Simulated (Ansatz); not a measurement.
This Ansatz (an electronic-structure program) input is the reference run, Os in the hcp (Mg type) structure (space group P6_3/mmc, No. 194), computed with r2SCAN (Ansatz, PAW, no spin-orbit coupling):

Ansatz 0.2 input:
```yaml
crystal:
  lattice:
    - [2.7383469772, 0, 0]
    - [-1.3691734886, 2.3714780467, 0]
    - [0, 0, 4.3159317831]
  atoms:
    - { symbol: Os, position: [0.3333333333, 0.6666666667, 0.75] }
    - { symbol: Os, position: [0.6666666667, 0.3333333333, 0.25] }
basis: { ecutwfc: 500, ecutrho_ratio: 4, xc_grid: 4, fft_grid_basis: typed }
kpoints: { mp_grid: { grid: [19, 19, 11] } }
hamiltonian:
  xc: r2scan
  dispersion: none
  pseudopotentials: { kind: paw }
scf: { occupations: { method: fermi_dirac, width: 0.05 }, convergence: { dr2_threshold: 0.0000000002 } }
output: { forces: true, stress: true }
checkpoint: { write: state.ck, write_every: 1000 }
```

Q: Write the input for this change: a free-standing slab of 7 layers (7 atoms, 1 a layer) is cut normal to the z axis, with 15 Å of vacuum and the in-plane cell held at bulk.

A: 
Ansatz 0.2 input:
```yaml
crystal:
  lattice:
    - [2.7383469772, 0, 0]
    - [1.3691734886, 2.3714780467, 0]
    - [0, 0, 27.9477953493]
  atoms:
    - { symbol: Os, position: [0.6666666667, 0.6666666667, 0.2683574825] }
    - { symbol: Os, position: [0.3333333333, 0.3333333333, 0.345571655] }
    - { symbol: Os, position: [0.6666666667, 0.6666666667, 0.4227858275] }
    - { symbol: Os, position: [0.3333333333, 0.3333333333, 0.5] }
    - { symbol: Os, position: [0.6666666667, 0.6666666667, 0.5772141725] }
    - { symbol: Os, position: [0.3333333333, 0.3333333333, 0.654428345] }
    - { symbol: Os, position: [0.6666666667, 0.6666666667, 0.7316425175] }
basis: { ecutwfc: 500, ecutrho_ratio: 4, xc_grid: 4, fft_grid_basis: typed }
kpoints: { mp_grid: { grid: [19, 19, 1] } }
hamiltonian:
  xc: r2scan
  dispersion: none
  pseudopotentials: { kind: paw }
scf: { occupations: { method: fermi_dirac, width: 0.05 }, convergence: { dr2_threshold: 0.0000000007 } }
relax: { f_tol: 0.01, max_steps: 50 }
output: { forces: true, stress: true }
checkpoint: { write: state.ck, write_every: 1000 }
```
This is the input that was run; other choices of cell and start would serve too.

Stability against distortions was not tested. All final runs are without spin polarisation.
